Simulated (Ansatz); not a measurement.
**Hypothetical rock salt MoP, pressure series**

Base system: MoP in the rock salt structure (space group Fm-3m, No. 225; a = 4.901 Å; a hypothetical phase, not in the database extracts checked).

Cell and atoms are relaxed at each pressure.

Computed with PBEsol/PAW in Ansatz (a quantum-chemistry and plane-wave program), no SOC.

Two rows of this table had their results exchanged by mistake.

```tsv
pressure	volume per atom (Å³)	shortest distance (Å)	band gap
pressure −2 GPa	14.86	2.459	zero
pressure −1 GPa	14.79	2.454	zero
pressure 1.8 GPa	14.59	2.443	zero
pressure 4.2 GPa	14.43	2.435	zero
pressure 9 GPa	14.14	2.418	zero
pressure 18 GPa	12.59	2.326	zero
pressure 30 GPa	13.13	2.359	zero
pressure 45 GPa	13.66	2.391	zero
pressure 60 GPa	12.14	2.298	zero
```

Question: Which two?

Answer: The rows for pressure 18 GPa and pressure 45 GPa: the volume has to fall steadily with pressure, so 13.66 Å³ belongs to pressure 18 GPa and 12.59 Å³ to pressure 45 GPa.

Load acts through the strain it causes; cell and atoms are relaxed under it. No phonon test of stability was made. No other phases were tried under pressure. All final runs are without spin polarisation. An odd electron count without spin: MoP. MoP has a high density of states at the Fermi level and may be magnetic at this level.
